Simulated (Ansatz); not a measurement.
Base system: HfO2 in the fluorite structure (space group Fm-3m, No. 225; a = 5.098 Å).

(Cell as relaxed with PBE.)

Levels (all Ansatz, an electronic-structure program, PAW): PBE (420 eV, no spin-orbit coupling); r2SCAN (500 eV, no spin-orbit coupling).

Each level relaxes its own structure.

```tsv
base	PBE	r2SCAN
volume per atom	11.04 Å³	10.79 Å³
lattice parameter a	5.098 Å	5.058 Å
band gap	3.75 eV	4.30 eV
```

Perturbation: Zr takes the place of Hf on all its sites; the structure is relaxed again.

```json
[
 {"quantity": "shortest interatomic distance", "PBE": "2.215 Å", "r2SCAN": "[?]"},
 {"quantity": "band gap", "PBE": "3.32 eV", "r2SCAN": "[?]"},
 {"quantity": "electron mass (degenerate bands, along [100])", "PBE": "0.51, 2.1 mₑ (at Γ)", "r2SCAN": "[?]"}
]
```

Q: What does r2SCAN give?

A: 
- shortest interatomic distance, r2SCAN: 2.204 Å
- band gap, r2SCAN: 3.89 eV
- electron mass (degenerate bands, along [100]), r2SCAN: 0.53, 2.1 mₑ (at Γ)

PBE's shortest interatomic distance lies 0.0115 Å above r2SCAN's (0.5 %); PBE's band gap lies 0.57 eV below r2SCAN's. Neither level is exact; r2SCAN is the comparison here, not a measurement.

Spin-orbit coupling, missing from the scalar runs, can matter with Hf. Effective masses come from finite differences of ±0.01 Å⁻¹. Whether these cells are dynamically stable was not tested. This is not the structure that ZrO2 has at room temperature and ambient pressure. This is not the structure that HfO2 has at room temperature and ambient pressure.
